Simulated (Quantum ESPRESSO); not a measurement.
Worked example: self-consistent single point of PbO₂ (P4_2/mnm, 6 atoms in the cell) in Quantum ESPRESSO.

Method of the run: PBE, GBRV 1.5 ultrasoft (PBE) pseudopotentials (plane waves; Quantum ESPRESSO 7.5).

The change in words: lattice scaled by 0.98. Reference geometry:
```yaml
crystal:
  lattice:
    - [4.94851, 0.00000, 0.00000]
    - [0.00000, 4.94851, 0.00000]
    - [0.00000, 0.00000, 3.37730]
  atoms:
    - { symbol: Pb, position: [0.00000, 0.00000, 0.00000] }
    - { symbol: Pb, position: [0.50000, 0.50000, 0.50000] }
    - { symbol: O, position: [0.30743, 0.30743, 0.00000] }
    - { symbol: O, position: [0.69257, 0.69257, 0.00000] }
    - { symbol: O, position: [0.19257, 0.80743, 0.50000] }
    - { symbol: O, position: [0.80743, 0.19257, 0.50000] }
```

Reference input (self-consistent single point, DFT, PBE, plane waves, GBRV 1.5 ultrasoft (PBE) pseudopotentials): ecutwfc = 40 Ry; ecutrho = 200 Ry; occupations = smearing; smearing = gaussian; degauss = 0.0073499 Ry; potentials = {Pb: pb_pbe_v1.uspp.F.UPF, O: o_pbe_v1.2.uspp.F.UPF}; K_POINTS = automatic 6 6 9 0 0 0; conv_thr = 1e-09 Ry; mixing_beta = 0.7. This run's input differs from it in these lines:

```diff
@@ -26,12 +26,12 @@
 CELL_PARAMETERS angstrom
-   4.948507000     0.000000000     0.000000000
-   0.000000000     4.948507000     0.000000000
-   0.000000000     0.000000000     3.377296000
+   4.849537000     0.000000000     0.000000000
+   0.000000000     4.849537000     0.000000000
+   0.000000000     0.000000000     3.309750000
 ATOMIC_POSITIONS bohr
 Pb    0.000000000    0.000000000    0.000000000
-Pb    4.675661478    4.675661478    3.191082241
-O     2.874877216    2.874877216    0.000000000
-O     6.476445739    6.476445739    0.000000000
-O     1.800784262    7.550538694    3.191082241
-O     7.550538694    1.800784262    3.191082241
+Pb    4.582148381    4.582148381    3.127260521
+O     2.817379753    2.817379753    0.000000000
+O     6.346917008    6.346917008    0.000000000
+O     1.764768627    7.399528134    3.127260521
+O     7.399528134    1.764768627    3.127260521
 K_POINTS automatic
```

Output, abridged:

```
     Self-consistent Calculation

     iteration #  1     ecut=    40.00 Ry     beta= 0.70

     negative rho (up, down):  3.038E-02 0.000E+00

     total energy              =    -456.46594926 Ry
     estimated scf accuracy    <       1.61016212 Ry

     iteration #  2     ecut=    40.00 Ry     beta= 0.70

     negative rho (up, down):  3.383E-02 0.000E+00

     total energy              =    -456.91051414 Ry
     estimated scf accuracy    <       1.80302999 Ry

     iteration #  3     ecut=    40.00 Ry     beta= 0.70

     negative rho (up, down):  3.437E-02 0.000E+00

     total energy              =    -457.23654737 Ry
     estimated scf accuracy    <       0.00697867 Ry

   [... 5 blocks of this kind left out ...]

     iteration #  9     ecut=    40.00 Ry     beta= 0.70

     negative rho (up, down):  3.447E-02 0.000E+00

     total energy              =    -457.24050408 Ry
     estimated scf accuracy    <          1.7E-09 Ry

     iteration # 10     ecut=    40.00 Ry     beta= 0.70

     negative rho (up, down):  3.447E-02 0.000E+00
     End of self-consistent calculation

     the Fermi energy is     9.5565 ev

!    total energy              =    -457.24050409 Ry
     estimated scf accuracy    <          4.4E-10 Ry
     smearing contrib. (-TS)   =      -0.00005541 Ry
     internal energy E=F+TS    =    -457.24044868 Ry

     convergence has been achieved in  10 iterations

     negative rho (up, down):  3.447E-02 0.000E+00

     Forces acting on atoms (cartesian axes, Ry/au):

     atom    1 type  1   force =     0.00000000    0.00000000    0.00000000
     atom    2 type  1   force =     0.00000000    0.00000000    0.00000000
     atom    3 type  2   force =    -0.00769463   -0.00769463    0.00000000
     atom    4 type  2   force =     0.00769463    0.00769463   -0.00000000
     atom    5 type  2   force =     0.00769463   -0.00769463    0.00000000
   [... lines left out ...]
     Total force =     0.021764     Total SCF correction =     0.000003
   [... lines left out ...]

     negative rho (up, down):  3.447E-02 0.000E+00
          total   stress  (Ry/bohr**3)                   (kbar)     P=      216.70
   0.00133607   0.00000000   0.00000000          196.54        0.00        0.00
   0.00000000   0.00133607   0.00000000            0.00      196.54        0.00
   0.00000000   0.00000000   0.00174712            0.00        0.00      257.01

   JOB DONE.
```

The run converged in 10 iterations. Against the reference run the free energy goes up by 77.8 meV/atom, the pressure goes from 9.64 to 21.67 GPa and the largest force goes from 0.103 to 0.280 eV/Å.

The starting cell comes from a database of computed structures (which also holds hypothetical and non-ambient phases and stackings), without a prior relaxation at this level. Its lattice was rescaled by a random factor within 2.5 % of one. For this run, on top of that: lattice scaled by 0.98. With a pressure of about 22 GPa the cell is away from its equilibrium volume at this level. The run gives no clean gap (levels at the Fermi energy touch, overlap or are partly filled at this smearing), which alone does not show that the compound is a metal.

Cost on one core of a shared machine: roughly 40 s.
